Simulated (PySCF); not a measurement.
PySCF 2.14.0, TPSSH/def2-svpd, df: Cr(O)(S)(F)(Br) ([O]=[Cr]([F])(=[S])[Br]), 5 atoms. The geometry is a generated start, not checked to be a minimum at this level.

| Quantity | Value |
|---|---|
| task | energy |
| method | tpssh |
| basis | def2-svpd |
| two-electron scheme | density fitting |
| mol.max_memory | 3000 MB |
| mf.max_cycle | 100 |
| mf.conv_tol | 1e-09 (default) |
| mf.grids.level | 3 (default) |
| basis functions | 148 |
| grid points | 88552 |

```xyz
5

Cr     0.0673    -0.1345    -0.1510
O      1.3118     0.0164    -1.0631
S      0.7172    -0.1210     1.8095
F     -0.9291    -1.4897    -0.2699
Br    -1.1672     1.7287    -0.3255
```

Charge 0 and multiplicity 1 are set for this test and not shown to be the ground state.

With the defaults (mf.DIIS = CDIIS, mf.diis_space = 8, mf.level_shift = 0, mf.diis = true, mf.damp = 0, mf.diis_start_cycle = 1, newton = off, mf.init_guess = minao) it converges in 23 Fock builds. One run each on 2 threads, 1 BLAS thread, with these changes:
- mf.level_shift = 1 Hartree
- mf.diis_space = 5
- newton = Hessian by the SCF's own integrals
- mf.diis = false, mf.damp = 0.7, mf.diis_start_cycle = 999
- mf.diis_space = 12
- mf.diis_space = 3
- mf.diis = false
- mf.init_guess = huckel
- mf.DIIS = EDIIS

Q: Name the settings that don't reach the solution of the defaults.

A: No convergence: mf.DIIS = EDIIS; mf.diis_space = 3; mf.level_shift = 1 Hartree; mf.diis = false; mf.diis = false, mf.damp = 0.7, mf.diis_start_cycle = 999 (the run ends without SCF convergence in 100 cycles). The rest reach the solution of the defaults.

```tsv
setting	Fock builds	end
the defaults	23	same solution
mf.diis_space = 12	23	same solution
mf.init_guess = huckel	32	same solution
mf.diis_space = 5	36	same solution
newton = Hessian by the SCF's own integrals	54	same solution
mf.DIIS = EDIIS	101	no convergence
mf.diis_space = 3	101	no convergence
mf.level_shift = 1 Hartree	101	no convergence
mf.diis = false	101	no convergence
mf.diis = false, mf.damp = 0.7, mf.diis_start_cycle = 999	101	no convergence
```

Under newton the count holds the products with the orbital Hessian.
